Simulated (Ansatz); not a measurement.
Relaxation of the outer planes of the (110) surface of bcc W in its 1x1 cell, outermost plane spacing 2.25 Å in the ideal cut.

All values below come from PBE (plane waves to 420 eV, PAW; Ansatz, a program for electronic structure).

Model: 5-atom slab, 9.0 Å thick at the start (thin: gaps and levels are the slab's own), 14x14x1 mesh, Fermi-Dirac 0.1 eV, dipole correction, all atoms relaxed; held to the start's symmetry, so lower structures may exist; no spin, no spin-orbit, no U.

```tsv
plane	atoms	bulk spacing to the next (Å)	relaxed spacing (Å)	change (%)	rumpling (Å)
1	W	2.252	2.167	-3.8	0.00
```
